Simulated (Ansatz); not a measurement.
MoPt (Pmma, No. 51; cell taken from a computed entry)

Method: r²SCAN in Ansatz (PAW).

Run with plane-wave cutoff 500 eV, 12×20×12 k mesh (along the axes of the cell as run), Fermi–Dirac smearing 0.1 eV, no spin polarisation, scalar-relativistic PAW data made under PBE.

Cell: relaxed at this level.

For MoPt (Pmma, No. 51; cell taken from a computed entry), the volume per atom is 15.13 Å³/atom. The band gap is none.

Note: the relaxation could not lower the start's symmetry, so the cell can be a saddle point above a distorted one.

Spin–orbit coupling is not included.

Static lattice: no zero-point or thermal effects.

Cost on a shared machine: roughly 10 core-minutes.

Ansatz is a quantum-chemistry and plane-wave program.
